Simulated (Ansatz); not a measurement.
Functionals compared on the (21-31) surface of hcp Cd in its 1x1 cell, outermost plane spacing 0.16 Å in the ideal cut, in Ansatz (plane waves, PAW). The structure was relaxed with PBE; the other rows are single points on it, each with its references at the same level. Cutoff 420 eV (500 eV for r2SCAN).

Slab: 22 atoms, 10.0 Å thick at the start (thin: gaps and levels are the slab's own); k 7x6x1, smearing 0.1 eV, dipole-corrected; all atoms relaxed; start symmetry kept, larger cells not searched; no spin, no spin-orbit, no U. These notes are the PBE run's.

```
functional  surface energy (J/m²)  work function of the top face (eV)  rough cost of the single point
----------  ---------------------  ----------------------------------  ------------------------------
PBE                          0.46                                3.94                               –
LDA                           ___                                 ___         roughly 18 core-minutes
PBEsol                       0.67                                4.04    very roughly 17 core-minutes
RPBE                         0.31                                3.79    very roughly 17 core-minutes
r2SCAN                       0.62                                3.99         roughly 30 core-minutes
```

What belongs in the gaps?


- LDA, surface energy (J/m²): 0.75
- LDA, work function of the top face (eV): 4.28

Ansatz is a program for electronic structure.
